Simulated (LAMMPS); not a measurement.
MD of TlBr (CsCl type) at zero pressure, 2000 atoms, as a crystal; each row is its own run.

Method: classical MD, pair style polymorphic, file TlBr_msw.poly, run in LAMMPS.

| T (K) | enthalpy (eV/atom) |
|---|---|
| 200 | -2.3417 |
| 300 | -2.3178 |
| 340 | -2.3085 |
| 450 | -2.2818 |
| 680 | -2.2259 |
| 790 | -2.1984 |
| 900 | -2.1707 |

Q: Fit a straight line, y = a + b x, to these rows (x is the first column, y the second) and predict the run at x = 560.

A: Least squares gives a = -2.3912 and b = 0.0002441. At x = 560 the fit predicts -2.2545 eV/atom. The run itself gave -2.2553 ± 0.0001 eV/atom, so the fit is 0.8 meV/atom high.
